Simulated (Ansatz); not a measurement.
# PBE against PBEsol: hypothetical diamond Ni, pressure 5 GPa

Consider Ni in the diamond structure (space group Fd-3m, No. 227; a = 5.0999 Å; ferromagnetic; a hypothetical phase, not in the database extracts checked).

(Cell as relaxed with PBE.)

Levels (all Ansatz, a first-principles code, PAW): PBE (420 eV, no spin-orbit coupling); PBEsol (420 eV, without spin-orbit coupling).

Each level relaxes its own structure.

```csv
base,PBE,PBEsol
volume per atom,16.58 Å³,15.69 Å³
lattice parameter a,5.100 Å,5.007 Å
band gap,zero,zero
largest site moment,0.84 μB,0.83 μB
```

One thing is altered: cell and atoms relaxed at a pressure of 5 GPa.

```csv
quantity,PBE,PBEsol
magnetic state,ferromagnetic,ferromagnetic
shortest interatomic distance,2.173 Å,2.138 Å
```

PBE's shortest interatomic distance lies 0.035 Å above PBEsol's (1.6 %); the two agree on the magnetic state. Neither level is exact; PBEsol is the comparison here, not a measurement.

The magnetic state is the one reached from the starting moments; the real material's order can differ, and small cells can't hold many antiferromagnetic ones. Load acts through the strain it causes; cell and atoms are relaxed under it. Whether these cells are dynamically stable was not tested. No other phases were tried under pressure.
